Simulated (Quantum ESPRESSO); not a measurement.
Input and output of a self-consistent single point for Nb (Im-3m, 1 atom in the cell) (Quantum ESPRESSO).

Method of the run: PBE, SSSP 1.1.2 efficiency (PBE) pseudopotentials (plane waves; Quantum ESPRESSO).

The change in words: lattice scaled by 0.98; ecutwfc: 50 Ry → 28 Ry; ecutrho: 400 Ry → 224 Ry. Reference geometry:
```xyz
1
Lattice="1.6583 1.6583 1.6583 -1.6583 1.6583 1.6583 -1.6583 -1.6583 1.6583" Properties=species:S:1:pos:R:3 pbc="T T T"
Nb     0.0000     0.0000     0.0000
```

Reference input (self-consistent single point, DFT, PBE, plane waves, SSSP 1.1.2 efficiency (PBE) pseudopotentials): ecutwfc = 50 Ry; ecutrho = 400 Ry; occupations = smearing; smearing = fermi-dirac; degauss = 0.0073499 Ry; potentials = {Nb: Nb.pbe-spn-kjpaw_psl.0.3.0.UPF}; K_POINTS = automatic 8 8 8 0 0 0; conv_thr = 1e-10 Ry; mixing_beta = 0.7. This run's input differs from it in these lines:

```diff
@@ -11,7 +11,7 @@
    ibrav = 3
-   celldm(1) = 6.26727669
+   celldm(1) = 6.14193116
    nat = 1
    ntyp = 1
-   ecutwfc = 50
-   ecutrho = 400
+   ecutwfc = 28
+   ecutrho = 224
    occupations = 'smearing'
```

Output, abridged:

```
     Self-consistent Calculation

     iteration #  1     ecut=    28.00 Ry     beta= 0.70

---- Real-time Memory Report at c_bands before calling an iterative solver
            74 MiB given to the printing process from OS
            15 MiB allocation reported by mallinfo(arena+hblkhd)
------------------

     Threshold (ethr) on eigenvalues was too large:
     Diagonalizing with lowered threshold

---- Real-time Memory Report at c_bands before calling an iterative solver
            74 MiB given to the printing process from OS
            34 MiB allocation reported by mallinfo(arena+hblkhd)
------------------

   [... lines left out ...]

---- Real-time Memory Report at c_bands before calling an iterative solver
            79 MiB given to the printing process from OS
            44 MiB allocation reported by mallinfo(arena+hblkhd)
------------------

     total energy              =    -334.24967171 Ry
     estimated scf accuracy    <          9.2E-10 Ry

     iteration #  9     ecut=    28.00 Ry     beta= 0.70

---- Real-time Memory Report at c_bands before calling an iterative solver
            79 MiB given to the printing process from OS
            44 MiB allocation reported by mallinfo(arena+hblkhd)
------------------
     End of self-consistent calculation

     the Fermi energy is    18.9243 ev

!    total energy              =    -334.24967171 Ry
     estimated scf accuracy    <          1.1E-11 Ry
     smearing contrib. (-TS)   =      -0.00320678 Ry
     internal energy E=F+TS    =    -334.24646492 Ry

      -> PAW hartree energy AE =      70.57778346 Ry
      -> PAW hartree energy PS =     -70.21120790 Ry
      -> PAW xc energy AE      =    -236.03912487 Ry
      -> PAW xc energy PS      =      27.19413064 Ry
      -> total E_H with PAW    =      14.72648279 Ry
      -> total E_XC with PAW   =    -237.82443195 Ry

     convergence has been achieved in   9 iterations

     Forces acting on atoms (cartesian axes, Ry/au):

     atom    1 type  1   force =     0.00000000    0.00000000    0.00000000

     Total force =     0.000000     Total SCF correction =     0.000000

          total   stress  (Ry/bohr**3)                   (kbar)     P=      -22.04
  -0.00014986  -0.00000000   0.00000000          -22.04       -0.00        0.00
  -0.00000000  -0.00014986  -0.00000000           -0.00      -22.04       -0.00
   0.00000000  -0.00000000  -0.00014986            0.00       -0.00      -22.04

   JOB DONE.
```

The run converged in 9 iterations. Against the reference run the free energy rises by 287 meV/atom and the pressure goes from -0.82 to -2.20 GPa.

The starting cell has typed, rounded lattice constants, without a prior relaxation at this level. Its lattice was rescaled by up to half a per cent. For this run, on top of that: lattice scaled by 0.98. Spin polarisation is off. At the lowered cutoff the pressure carries the error of an incomplete plane-wave basis.
